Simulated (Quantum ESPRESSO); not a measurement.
# σxx against uniaxial strain in bcc Mo (space group 229): C11 (Quantum ESPRESSO, LDA)

```
CELL_PARAMETERS angstrom
     -1.53229     1.55562     1.55562
      1.53229    -1.55562     1.55562
      1.53229     1.55562    -1.55562
ATOMIC_POSITIONS crystal
  Mo 0.00000 0.00000 0.00000
```

Computed with LDA (PZ), GBRV 1.5 ultrasoft (LDA) pseudopotentials (plane waves; Quantum ESPRESSO). Settings: ecutwfc = 52 Ry; ecutrho = 416 Ry; occupations = smearing; smearing = fd; degauss = 0.0036749 Ry; potentials = {Mo: mo_lda_v1.uspp.F.UPF}; K_POINTS = automatic 40 40 40 0 0 0; conv_thr = 1e-10 Ry. The cell above is the first row's. The rows stretch one cube axis (x) by the strain ε and hold the other two. Stress is positive in tension. In all rows the k mesh is held.

| ε (%) | σxx (GPa) |
|---|---|
| -1.5 | ? |
| -1.0 | -5.06 |
| -0.5 | -2.38 |
| 0.0 | 0.22 |
| 0.5 | 2.74 |
| 1.0 | 5.18 |
| 1.5 | 7.55 |
| 2.0 | 9.84 |

Taking a parabola for σxx over the 7 complete rows: Least squares gives σxx = 0.218 + 5.1210·ε - 0.1552·ε². Residuals (row less fit): -0.002, 0.001, 0.002, 0.000, -0.004, 0.000, 0.001; standard error 0.002 (degrees of freedom: 4). The slope at ε = 0, 5.1210 GPa per cent, gives C11 ≈ 100 × 5.1210 = 512 GPa, for the static lattice.

Task: Estimate the missing σxx (ε = -1.5); what did the run itself give?

Result: σxx = 0.218 + 5.1210 × (-1.5) - 0.1552 × (-1.5)² = -7.813 GPa. The calculation gives -7.82 GPa, 0.007 GPa below the prediction (under 0.05 % of the range of σxx in the table). The row lies outside the fitted rows, so this is an extrapolation.

Carrying the step between the two nearest rows on in a straight line would have given -7.74, off by 0.08; series whose last step already gives the withheld value aren't shown. The reference cell has the volume at which an earlier scan in this program and functional put its minimum by a fit. The unstrained cell stands at a pressure of -0.22 GPa, and the constants belong to that pressure. Spin polarisation is off. Without a gap such slopes are sensitive to mesh and smearing. Cutoffs and mesh are single choices, not tested for convergence of this quantity. Series with a scatter that would blur these digits, or in which a gap closes, are not shown. Strain series were run only where this level's volume lies within 10 % of a first guess from the measured size.
